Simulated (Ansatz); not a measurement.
Base system: CsPbBr$_{3}$ in the cubic perovskite structure (space group Pm-3m, No. 221).

```yaml
crystal:
  lattice:
    - [6.00278, 0.00000, 0.00000]
    - [0.00000, 6.00278, 0.00000]
    - [0.00000, 0.00000, 6.00278]
  atoms:
    - { symbol: Cs, position: [0.00000, 0.00000, 0.00000] }
    - { symbol: Pb, position: [0.50000, 0.50000, 0.50000] }
    - { symbol: Br, position: [0.50000, 0.00000, 0.50000] }
    - { symbol: Br, position: [0.00000, 0.50000, 0.50000] }
    - { symbol: Br, position: [0.50000, 0.50000, 0.00000] }
```

Level of theory: Ansatz (a program for electronic structure) PBE, no spin-orbit coupling.

For the base:

```
Quantity                             Value
-------------  ---------------------------
Electron mass  0.091, 0.84, 0.84 mₑ (at R)
Pressure                          0.00 GPa
```

The change: every lattice vector is shortened by 1.80 %, atoms relaxed at fixed cell.

**Question.** What does the calculation give for the mean gap deformation potential ΔEg/Δln V, electron mass and pressure after the change?

**Answer.** The mean gap deformation potential ΔEg/Δln V is +3.7 eV; the electron mass (degenerate bands, along [100]) becomes 0.082, 0.78, 0.78 mₑ (at R) (base: 0.091, 0.84, 0.84 mₑ (at R)); the pressure goes from zero to 1.15 GPa.

Spin-orbit coupling, missing from the scalar runs, can matter with Pb. The cells carry an imposed strain or load. Effective masses come from finite differences of ±0.01 Å⁻¹. No phonon test of stability was made. Many cubic perovskites are stable only at high temperature; tilts and polar distortions were not tested. This is not the structure that CsPbBr3 has at room temperature and ambient pressure.
